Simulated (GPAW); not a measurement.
A self-consistent single point of VOs (Pm-3m, 2 atoms in the cell) with GPAW.

Computed with PBEsol, GPAW PAW datasets PBEsol (made by gpaw-setup) (plane waves; GPAW).

The change in words: lattice scaled by 0.98. Reference geometry:
```
CELL_PARAMETERS angstrom
      2.94266     0.00000     0.00000
      0.00000     2.94266     0.00000
      0.00000     0.00000     2.94266
ATOMIC_POSITIONS crystal
  V  0.00000 0.00000 0.00000
  Os 0.50000 0.50000 0.50000
```
Moments meant for the start (each program seeds them in its own way; μB, in the order of the atoms V Os): 2.0 0.0.

Reference input (self-consistent single point, DFT PBEsol, plane waves, GPAW PAW datasets PBEsol (made by gpaw-setup)): spinpol = true; mode = pw; ecut = 800 eV; xc = PBEsol; kpts = 9 9 9; mesh shift (steps) = 0 0 0; occupations.name = fermi-dirac; occupations.width = 0.1 eV; nbands = -6; symmetry.symmorphic = false; symmetry.tolerance = 0.0005; maxiter = 120. This run's input differs from it in these lines:

```diff
@@ -5,7 +5,7 @@
 atoms = Atoms(['V', 'Os'],
-              cell=[[2.942664, 0.000000, 0.000000],
-                    [0.000000, 2.942664, 0.000000],
-                    [0.000000, 0.000000, 2.942664]],
+              cell=[[2.883811, 0.000000, 0.000000],
+                    [0.000000, 2.883811, 0.000000],
+                    [0.000000, 0.000000, 2.883811]],
               positions=[[0.000000, 0.000000, 0.000000],
-                         [1.471332, 1.471332, 1.471332]],
+                         [1.441906, 1.441906, 1.441906]],
               pbc=True)
```

Output (repeated stretches shortened):

```
     iter     time        total  log10-change:  magmom
                         energy   eigst   dens
iter:   1 --:--:--   -21.541344                   +2.0029
iter:   2 --:--:--   -21.754752   -0.47  -1.41    +1.1433
iter:   3 --:--:--   -21.310601   -0.85  -1.41    +0.4548
iter:   4 --:--:--   -21.570871   -1.31  -2.02    +0.2475
iter:   5 --:--:--   -21.856164   -1.92  -1.74    +0.1385
iter:   6 --:--:--   -21.366684   -1.14  -1.56    +0.1060
iter:   7 --:--:--   -21.365151   -2.87  -2.65    +0.0851
iter:   8 --:--:--   -21.370494c  -3.57  -2.51    +0.0649
iter:   9 --:--:--   -21.369901c  -2.23  -2.37    +0.0218
iter:  10 --:--:--   -21.364105c  -3.46  -2.46    -0.0088
iter:  11 --:--:--   -21.363511c  -4.06  -3.11    -0.0060
iter:  12 --:--:--   -21.363556c  -5.37  -3.52    -0.0036
iter:  13 --:--:--   -21.364226c  -4.17  -3.49    -0.0024
iter:  14 --:--:--   -21.363587c  -4.21  -2.89    -0.0009
iter:  15 --:--:--   -21.363606c  -5.12  -3.64    -0.0002
iter:  16 --:--:--   -21.363599c  -6.19  -4.36c   +0.0001
iter:  17 --:--:--   -21.363602c  -7.22  -4.54c   +0.0001
iter:  18 --:--:--   -21.363608c  -7.17  -4.90c   +0.0001
iter:  19 --:--:--   -21.363606c  -8.36c -4.67c   +0.0001
Converged after 19 iterations.

Dipole moment: (0.000004, 0.000004, 0.000004) |e|*Ang

Total magnetic moment: (0.000000, 0.000000, 0.000080)
Local magnetic moments:
   0 V  ( 0.000000,  0.000000,  0.000080)
   1 Os ( 0.000000,  0.000000, -0.000008)

Energy contributions relative to reference atoms: (reference = -494582.464815)

Kinetic:        +27.005836
Potential:      -24.050695
External:        +0.000000
XC:             -24.194588
Entropy (-ST):   -0.076020
Local:           -0.086148
SIC:             +0.000000
--------------------------
Free energy:    -21.401616
Extrapolated:   -21.363606

Spin contamination: 0.000008 electrons
Showing only first 2 kpts
                      Up                     Down
 Kpt  Band  Eigenvalues  Occupancy  Eigenvalues  Occupancy
  0    11     13.14301    1.00000     13.14304    1.00000
   [... lines left out ...]

Fermi level: 15.54555

No gap
No difference between direct/indirect transitions
Energy (eV): -21.363606

Forces in eV/Ang:
  0 V     0.00000    0.00000    0.00000
  1 Os    0.00000    0.00000    0.00000

Stress tensor:
    -0.270222    -0.000000     0.000000
    -0.000000    -0.270222     0.000000
     0.000000     0.000000    -0.270222
Stress (GPa, Voigt): [-43.2944 -43.2944 -43.2944   0.       0.      -0.    ]
```

The run converged in 19 iterations. GPAW prints stress with tension positive. Against the reference run the free energy rises by 138 meV/atom and the pressure goes from 16.97 to 43.29 GPa.

The starting cell comes from a database of computed structures (which also holds hypothetical and non-ambient phases and stackings), without a prior relaxation at this level. Its lattice was rescaled by a random factor within 2.5 % of one. For this run, on top of that: lattice scaled by 0.98. The starting moments vanished: the run ended non-magnetic, which need not be the lowest state. With a pressure of about 43 GPa the cell is away from its equilibrium volume at this level.

Cost on one core of a shared machine: roughly 40 s.
